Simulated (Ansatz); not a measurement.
Ansatz (an electronic-structure program) run on Ti3Al (P-6m2, 4 atoms in the cell): self-consistent single point.

Level of theory: PBEsol, PAW files made with PBE (plane waves; Ansatz).

The change in words: lattice scaled by 0.98. Reference geometry:
```yaml
crystal:
  lattice:
    - [2.92754, 0.00000, 0.00000]
    - [-1.46377, 2.53532, 0.00000]
    - [0.00000, 0.00000, 9.22636]
  atoms:
    - { symbol: Ti, position: [0.66667, 0.33333, 0.00000] }
    - { symbol: Ti, position: [0.33333, 0.66667, 0.75059] }
    - { symbol: Ti, position: [0.33333, 0.66667, 0.24941] }
    - { symbol: Al, position: [0.66667, 0.33333, 0.50000] }
```

Reference input (self-consistent single point, DFT, PBEsol, plane waves, PAW files made with PBE): kpoints.mp_grid.grid = 10 10 3; hamiltonian.xc = pbesol; hamiltonian.pseudopotentials = {kind: paw} (the program's default PAW files); scf.occupations.method = gaussian; scf.occupations.width = 0.136 eV. This run's input differs from it in these lines:

Ansatz 0.2 input:
```diff
@@ -2,10 +2,10 @@
   lattice:
-    - [2.927540, 0.000000, 0.000000]
-    - [-1.463770, 2.535324, 0.000000]
-    - [0.000000, 0.000000, 9.226360]
+    - [2.868989, 0.000000, 0.000000]
+    - [-1.434495, 2.484618, 0.000000]
+    - [0.000000, 0.000000, 9.041833]
   atoms:
-    - { symbol: Ti, position_ang: [1.463771, 0.845107, 0.000000] }
-    - { symbol: Ti, position_ang: [-0.000001, 1.690217, 6.925214] }
-    - { symbol: Ti, position_ang: [-0.000001, 1.690217, 2.301146] }
-    - { symbol: Al, position_ang: [1.463771, 0.845107, 4.613180] }
+    - { symbol: Ti, position_ang: [1.434496, 0.828205, 0.000000] }
+    - { symbol: Ti, position_ang: [-0.000002, 1.656413, 6.786709] }
+    - { symbol: Ti, position_ang: [-0.000002, 1.656413, 2.255124] }
+    - { symbol: Al, position_ang: [1.434496, 0.828205, 4.520917] }
 kpoints:
```

Output (repeated stretches shortened):

```
SCF iter   1: F=—  HF=-7947.780164 eV  |F-HF|=—  |Δ(HF+E_count)|=         —  Δρ=5.63e-2  dr2=5.87e0  ethr=3.10e-3  ⟨swp⟩=4.6  Hψ=2443  notcnv=0
all-band conjugate gradients solve this SCF's bands
preconditioner: auto → none
SCF iter   2: F=—  HF=-7947.307583 eV  |F-HF|=—  |Δ(HF+E_count)|=   4.73e-1  Δρ=4.94e-2  dr2=9.45e0  ethr=3.10e-3  ⟨swp⟩=2.2  Hψ=1459  notcnv=0  defer=3
   [... lines left out ...]
SCF iter   6: F=—  HF=-7946.760878 eV  |F-HF|=—  |Δ(HF+E_count)|=   4.01e-3  Δρ=7.46e-4  dr2=3.52e-4  ethr=5.87e-5  ⟨swp⟩=2.0  Hψ=818  notcnv=0  defer=4
SCF iter   7: F=—  HF=-7946.760769 eV  |F-HF|=—  |Δ(HF+E_count)|=   1.09e-4  Δρ=2.02e-4  dr2=4.42e-5  ethr=9.04e-7  ⟨swp⟩=2.3  Hψ=989  notcnv=0  defer=4
SCF iter   8: F=—  HF=-7946.760758 eV  |F-HF|=—  |Δ(HF+E_count)|=   1.11e-5  Δρ=2.90e-5  dr2=1.39e-6  ethr=1.13e-7  ⟨swp⟩=1.8  Hψ=746  notcnv=0  defer=4
SCF iter   9: F=-7946.760758 eV  HF=-7946.760758 eV  |F-HF|=9.28e-8  |Δ(HF+E_count)|=   1.66e-7  Δρ=5.99e-6  dr2=9.73e-8  ethr=2.56e-10  ⟨swp⟩=3.8  Hψ=2683  notcnv=0
SCF 1 converged in 9 iterations: F = -7946.760758 eV  dr2 = 9.73e-8
Free energy (F): -7946.760758 eV
Internal energy: -7946.731419 eV  (E = F + TS)
E sigma→0 (E₀):  -7946.746088 eV
Entropy (-TS):   -0.029339 eV (-7.335 meV/atom)
Fermi energy:    12.503158 eV
--- Forces (eV/Å), atoms counted from 1 ---
  atom   1  Ti     0.00000000    -0.00000000     0.00000000
  atom   2  Ti    -0.00000000     0.00000000     0.04599907
  atom   3  Ti    -0.00000000     0.00000000    -0.04599907
  atom   4  Al     0.00000000     0.00000000     0.00000000
--- Stress (GPa, compression-positive) ---
        3.332311      -0.000000       0.000000
       -0.000000       3.332311       0.000000
        0.000000       0.000000       4.161618
  P = ⅓ Tr σ = 3.6087 GPa (36.087 kbar)
  The stress holds the Pulay correction. Without it, at fixed plane waves, as pw.x and ABINIT print it: P = 3.5767 GPa
```

The run converged in 9 iterations. Against the reference run the free energy is nearly the same (within 1 meV/atom), the pressure goes from -3.47 to 3.61 GPa and the largest force goes from 0.080 to 0.046 eV/Å.

The starting cell comes from a database of computed structures (which also holds hypothetical and non-ambient phases and stackings), without a prior relaxation at this level. For this run, on top of that: lattice scaled by 0.98. Spin polarisation is off. With a pressure of about 4 GPa the cell is away from its equilibrium volume at this level. Ansatz's pressure includes its estimate of the finite-basis (Pulay) stress.
